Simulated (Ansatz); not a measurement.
Base system: Nb in the bcc (W type) structure (space group Im-3m, No. 229; a = 3.3096 Å).

All numbers come from PBE, PAW, 420 eV (Ansatz, a program for electronic structure; spin-orbit coupling left out).

Base values:

- Lattice parameter a: 3.310 Å

Now apply this change: a hydrostatic pressure of 50 GPa.

Task: Estimate the effect on the lattice parameter a.

Result: The lattice parameter a shrinks by 0.2153 Å to 3.094 Å.

Load acts through the strain it causes; cell and atoms are relaxed under it. Stability against distortions was not tested. No other phases were tried under pressure. The final runs are not spin-polarised.
